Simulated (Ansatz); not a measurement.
Start from GaN in the zinc blende structure (space group F-43m, No. 216; a = 4.498 Å). Axes: x, y, z lie along the cube axes.

Computed with r2SCAN (Ansatz, a quantum-chemistry and plane-wave program, PAW, scalar-relativistic without spin-orbit coupling).

A first run, uniaxial strain ε_zz = −1.02 %, gives secant values C11 ≈ 290 GPa and C12 ≈ 160 GPa from its stress. A second run applies isotropic strain −2.10 %.

What does linear elasticity predict for the bulk modulus −ΔP/(ΔV/V₀) in the second run, and what does the run give?

Linear elasticity: (C11 + 2 C12)/3 = 200 GPa. The run gives 230 GPa; any difference comes from nonlinear terms at these strains and numerical noise.

Whether these cells are dynamically stable was not tested. This is not the structure that GaN has at room temperature and ambient pressure.
